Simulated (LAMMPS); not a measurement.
Surface tension of liquid Ni3Al over temperature.

Level of theory: classical MD, pair style meam, file MoCoNiVFeAlCr_2nn.meam, run in LAMMPS.

```json
[
 {"T (K)": "1650", "surface tension": "1.18 ± 0.05 N/m", "excess energy": "1.7 J/m²"},
 {"T (K)": "1900", "surface tension": "1.05 ± 0.04 N/m", "excess energy": "1.6 J/m²"},
 {"T (K)": "2230", "surface tension": "0.92 ± 0.01 N/m", "excess energy": "1.6 J/m²"}
]
```

Caution (rows 1650; 1900): this liquid lies under the melting point of about 2000 K that MEAM MoCoNiVFeAlCr_2nn.meam gives, so it is undercooled.

The ± values are statistical; the model's systematic error is not in them.
